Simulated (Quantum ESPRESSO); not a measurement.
Quantum ESPRESSO run on Mg6ZrW (Amm2, 8 atoms in the cell): self-consistent single point.

Method of the run: Wu-Cohen GGA, SSSP 1.1.2 efficiency (PBE) pseudopotentials (plane waves; Quantum ESPRESSO 7.5).

```
Mg6ZrW
1.0
    4.94201     0.00000     0.00000
    0.00000     3.03953     5.57426
    0.00000    -3.03953     5.57426
Mg Zr W
6 1 1
Direct
  0.00000   0.32711   0.81457
  0.00000   0.81457   0.32711
  0.00000   0.32856   0.32856
  0.50000   0.17454   0.68094
  0.50000   0.68094   0.17454
  0.50000   0.17534   0.17534
  0.00000   0.80049   0.80049
  0.50000   0.69845   0.69845
```

Reference input (self-consistent single point, DFT, PBEsol, plane waves, SSSP 1.1.2 efficiency (PBE) pseudopotentials): ecutwfc = 40 Ry; ecutrho = 320 Ry; occupations = smearing; smearing = cold; degauss = 0.019992 Ry; input_dft = pbesol; potentials = {Mg: Mg.pbe-n-kjpaw_psl.0.3.0.UPF, Zr: Zr_pbe_v1.uspp.F.UPF, W: W_pbe_v1.2.uspp.F.UPF}; K_POINTS = automatic 4 4 4 1 1 1; conv_thr = 1e-10 Ry; mixing_beta = 0.3. This run's input differs from it in these lines:

```diff
@@ -18,3 +18,3 @@
  degauss = 0.019992,
- input_dft = 'pbesol',
+ input_dft = 'wc',
 /
```

Log, with long lists cut:

```
     Self-consistent Calculation

     iteration #  1     ecut=    40.00 Ry     beta= 0.30

---- Real-time Memory Report at c_bands before calling an iterative solver
           726 MiB given to the printing process from OS
           101 MiB allocation reported by mallinfo(arena+hblkhd)
------------------

     negative rho (up, down):  1.231E-01 0.000E+00

     total energy              =    -457.06694911 Ry
     estimated scf accuracy    <       1.03592190 Ry

     iteration #  2     ecut=    40.00 Ry     beta= 0.30

---- Real-time Memory Report at c_bands before calling an iterative solver
   [... lines left out ...]
           788 MiB given to the printing process from OS
           130 MiB allocation reported by mallinfo(arena+hblkhd)
------------------

     negative rho (up, down):  1.240E-01 0.000E+00

     total energy              =    -457.38706851 Ry
     estimated scf accuracy    <          1.4E-10 Ry

     iteration # 17     ecut=    40.00 Ry     beta= 0.30

---- Real-time Memory Report at c_bands before calling an iterative solver
           788 MiB given to the printing process from OS
           130 MiB allocation reported by mallinfo(arena+hblkhd)
------------------

     negative rho (up, down):  1.240E-01 0.000E+00
     End of self-consistent calculation

     the Fermi energy is     6.8419 ev

!    total energy              =    -457.38706851 Ry
     estimated scf accuracy    <          9.5E-11 Ry
     smearing contrib. (-TS)   =       0.00167752 Ry
     internal energy E=F+TS    =    -457.38874603 Ry

      -> PAW hartree energy AE =       5.74821416 Ry
      -> PAW hartree energy PS =      -5.73465565 Ry
      -> PAW xc energy AE      =    -193.92987816 Ry
      -> PAW xc energy PS      =       8.31000920 Ry
      -> total E_H with PAW    =      86.73160036 Ry
      -> total E_XC with PAW   =    -253.97498448 Ry

     convergence has been achieved in  17 iterations

     negative rho (up, down):  1.240E-01 0.000E+00

     Forces acting on atoms (cartesian axes, Ry/au):

   [... lines left out ...]
     Total force =     0.012516     Total SCF correction =     0.000011
   [... lines left out ...]

     negative rho (up, down):  1.240E-01 0.000E+00
          total   stress  (Ry/bohr**3)                   (kbar)     P=      -19.11
  -0.00016276   0.00000000   0.00000000          -23.94        0.00        0.00
   0.00000000  -0.00008883   0.00000000            0.00      -13.07        0.00
   0.00000000   0.00000000  -0.00013805            0.00        0.00      -20.31

   JOB DONE.
```

The run converged in 17 iterations. Against the reference run the pressure goes from -2.08 to -1.91 GPa and the largest force goes from 0.226 to 0.211 eV/Å.

The starting cell comes from a database of computed structures (which also holds hypothetical and non-ambient phases and stackings), without a prior relaxation at this level. Spin polarisation is off.

Cost on one core of a shared machine: roughly 2 min.
